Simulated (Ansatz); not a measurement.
An Ansatz (a first-principles code) run: CdGeAs2 with a change (uniaxial strain ε_xx = +1.50 %); PBEsol in Ansatz (plane waves to 420 eV, PAW, no spin-orbit coupling).

Input:

Ansatz 0.2 input:
```yaml
crystal:
  lattice:
    - [-3.0155591218, 2.9709942087, 5.6559682308]
    - [3.0155591218, -2.9709942087, 5.6559682308]
    - [3.0155591218, 2.9709942087, -5.6559682308]
  atoms:
    - { symbol: Cd, position: [0, 0, 0] }
    - { symbol: Cd, position: [0.75, 0.25, 0.5] }
    - { symbol: Ge, position: [0.5, 0.5, 0] }
    - { symbol: Ge, position: [0.25, 0.75, 0.5] }
    - { symbol: As, position: [0.875, 0.8497350121, 0.4747350121] }
    - { symbol: As, position: [0.1502649879, 0.625, 0.0252649879] }
    - { symbol: As, position: [0.375, 0.4002649879, 0.5252649879] }
    - { symbol: As, position: [0.5997350121, 0.125, 0.9747350121] }
basis: { ecutwfc: 420, ecutrho_ratio: 4, xc_grid: 2, fft_grid_basis: typed }
kpoints: { mp_grid: { grid: [8, 8, 8] } }
hamiltonian:
  xc: pbesol
  dispersion: none
  pseudopotentials: { kind: paw }
scf: { occupations: { method: fermi_dirac, width: 0.05 }, convergence: { dr2_threshold: 0.0000000008 } }
relax: { f_tol: 0.005, max_steps: 50 }
output: { forces: true, stress: true }
checkpoint: { write: state.ck, write_every: 1000 }
```

Output (explanatory and most iteration lines left out):

```
Relaxation: its limit of steps is 50 (relax.max_steps)
Pseudopotential: Cd, paw, valence charge 20
Pseudopotential: Ge, paw, valence charge 14
Pseudopotential: As, paw, valence charge 15
Crystal: 8 atoms, lattice volume = 202.692 Å³
Basis set: ecut = 420 eV, 3977 PW (Γ), exchange–correlation on 96×96×96 points (8 copies of the dense FFT grid, shifted against one another)
Bands: 77, of which v1, the nominal top of the filled ones, is band 64 counted from 1 (63 counted from 0)
Symmetry: 4 space group operations
Space group: I212121 (ITA 24), of the structure as read, at distance tolerance 5.9e-5 Å
k-points: 95 of 512 (time reversal used)
Functional: x = pbesol(κ = 0.804, μ = 0.12345679012345678), c = pbesol(β = 0.046)
SCF iter   1: F=—  HF=-44127.658712 eV  |F-HF|=—  |Δ(HF+E_count)|=         —  Δρ=3.62e-3  dr2=3.21e-2  ethr=1.77e-3  ⟨swp⟩=6.0  Hψ=25056  notcnv=0  defer=7
SCF iter   2: F=—  HF=-44127.651111 eV  |F-HF|=—  |Δ(HF+E_count)|=   7.60e-3  Δρ=1.49e-3  dr2=6.90e-3  ethr=2.51e-5  ⟨swp⟩=3.0  Hψ=15096  notcnv=0  defer=95
SCF 1 converged in 10 iterations: F = -44127.650034 eV  dr2 = 7.15e-11
relax step   1: F+E_penalty+E_count = -44127.65003421 eV  Δ(F+E_penalty+E_count) = +0.000e0 eV  max|allowed force component| = 4.620e-2 eV/Å  Δτ_max = 0.0000 Å  (10 SCF iters, accepted)
Crystal: 8 atoms, lattice volume = 202.692 Å³
SCF iter   1: F=—  HF=-44127.650423 eV  |F-HF|=—  |Δ(HF+E_count)|=         —  Δρ=4.60e-4  dr2=4.20e-4  ethr=3.16e-7  ⟨swp⟩=2.0  Hψ=19581  notcnv=0  defer=536
SCF iter   2: F=—  HF=-44127.650334 eV  |F-HF|=—  |Δ(HF+E_count)|=   8.95e-5  Δρ=2.35e-4  dr2=8.86e-5  ethr=3.16e-7  ⟨swp⟩=2.0  Hψ=7540  notcnv=0  defer=536
SCF 2 converged in 8 iterations: F = -44127.650334 eV  dr2 = 1.65e-10
relax step   2: F+E_penalty+E_count = -44127.65033390 eV  Δ(F+E_penalty+E_count) = -2.997e-4 eV  max|allowed force component| = 2.290e-2 eV/Å  Δτ_max = 0.0099 Å  (8 SCF iters, accepted)
Crystal: 8 atoms, lattice volume = 202.692 Å³
SCF iter   1: F=—  HF=-44127.650413 eV  |F-HF|=—  |Δ(HF+E_count)|=         —  Δρ=1.07e-4  dr2=2.28e-5  ethr=1.69e-7  ⟨swp⟩=2.2  Hψ=12421  notcnv=0  defer=536
SCF iter   2: F=—  HF=-44127.650405 eV  |F-HF|=—  |Δ(HF+E_count)|=   7.92e-6  Δρ=5.72e-5  dr2=5.56e-6  ethr=1.78e-8  ⟨swp⟩=1.0  Hψ=8455  notcnv=0  defer=536
SCF 3 converged in 6 iterations: F = -44127.650426 eV  dr2 = 3.68e-10
relax step   3: F+E_penalty+E_count = -44127.65042638 eV  Δ(F+E_penalty+E_count) = -9.248e-5 eV  max|allowed force component| = 3.895e-3 eV/Å  Δτ_max = 0.0022 Å  (6 SCF iters, accepted)
SCF converged after 6 iterations
Free energy (F): -44127.650426 eV
Internal energy: -44127.649803 eV  (E = F + TS)
E sigma→0 (E₀):  -44127.650115 eV
Entropy (-TS):   -0.000623 eV (-0.078 meV/atom)
Fermi energy:    8.470139 eV
--- Forces (eV/Å), atoms counted from 1 ---
  atom   1  Cd     0.00000000     0.00000000     0.00252823
  atom   2  Cd     0.00000000     0.00000000    -0.00252823
  atom   3  Ge     0.00000000     0.00000000    -0.00389527
  atom   4  Ge     0.00000000     0.00000000     0.00389527
  atom   5  As     0.00261936    -0.00000000     0.00000000
  atom   6  As     0.00000000     0.00240182     0.00000000
  atom   7  As    -0.00261936     0.00000000    -0.00000000
  atom   8  As     0.00000000    -0.00240182     0.00000000
--- Stress (GPa, compression-positive) ---
       -1.305300      -0.000000       0.000000
       -0.000000      -0.671268       0.000000
        0.000000       0.000000      -0.686406
  P = ⅓ Tr σ = -0.8877 GPa (-8.877 kbar)
--- Relaxed structure (3 steps of the walk, 3 accepted, 0 SCFs on fresh bases) ---
  atoms:
    - { symbol: Cd, position: [0.0006248194007165171, 0.000624819400716517, 6.602978699200034e-20] }
    - { symbol: Cd, position: [0.7493751805992834, 0.24937518059928346, 0.49999999999999983] }
    - { symbol: Ge, position: [0.49966795359579635, 0.49966795359579635, -3.5090064930573993e-20] }
    - { symbol: Ge, position: [0.2503320464042037, 0.7503320464042036, 0.5] }
    - { symbol: As, position: [0.8750000000000001, 0.8484712434862, 0.4734712434861998] }
    - { symbol: As, position: [0.14973209360245923, 0.625, 0.024732093602459176] }
    - { symbol: As, position: [0.37499999999999994, 0.40152875651380016, 0.5265287565138002] }
    - { symbol: As, position: [0.6002679063975408, 0.125, 0.9752679063975408] }
```

Stability against distortions was not tested. The cell was made from CdGeAs₂ in the chalcopyrite structure (space group I-42d, No. 122) by this change: uniaxial strain ε_xx = +1.50 %.
